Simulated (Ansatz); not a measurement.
The reference is MgTe in the wurtzite structure (space group P6_3mc, No. 186).

```
CELL_PARAMETERS angstrom
      4.50890     0.00000     0.00000
     -2.25445     3.90482     0.00000
      0.00000     0.00000     7.33770
ATOMIC_POSITIONS crystal
  Mg 0.33333 0.66667 0.99977
  Mg 0.66667 0.33333 0.49977
  Te 0.33333 0.66667 0.37623
  Te 0.66667 0.33333 0.87623
```

Cartesian axes are those of the cell as printed.

Level of theory: LDA (Ansatz, an electronic-structure program; PAW; 420 eV plane waves; no SOC).

Base values:

Shortest interatomic distance: 275.7 pm

One thing is altered: biaxial strain +0.60 %, plane normal [001], relaxed out of plane (Cartesian); in-plane vectors clamped, the third vector and the atoms free.

### Question
Estimate the effect on the out-of-plane strain, in-plane stress and shortest interatomic distance.

### Answer
The out-of-plane strain amounts to -0.55 %; the mean in-plane stress (compression positive) is -0.4 GPa; the shortest interatomic distance grows by 0.7 pm, from 275.7 pm to 276.4 pm.

Whether these cells are dynamically stable was not tested.
